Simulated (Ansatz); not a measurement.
Consider GaN in the wurtzite structure (space group P6_3mc, No. 186; a = 3.183 Å, c = 5.185 Å).

Level of theory: DFT with PBEsol, PAW potentials and a 420 eV plane-wave cutoff in Ansatz (a first-principles code), spin-orbit coupling left out.

Strains are applied to the cell and any free atomic positions relax.

One change was made to it. Results:

The energy increases by 9.0 meV/atom; the electron mass becomes 0.17 mₑ along c, 0.19 mₑ across (at Γ) (base: 0.16 mₑ along c, 0.17 mₑ across (at Γ)); the band gap increases by 0.238 eV, from 1.88 eV to 2.11 eV.

### Question
Which of these changes matches the shifts?
A) isotropic strain −3.00 %
B) isotropic strain −1.20 %
C) isotropic strain −1.80 %
D) isotropic strain −2.40 %

### Answer
B, isotropic strain −1.20 %. For comparison, the band gap in the other runs: isotropic strain −3.00 % gives 2.47 eV; isotropic strain −1.80 % gives 2.23 eV; isotropic strain −2.40 % gives 2.35 eV.

Effective masses come from finite differences of ±0.01 Å⁻¹. Stability against distortions was not tested.
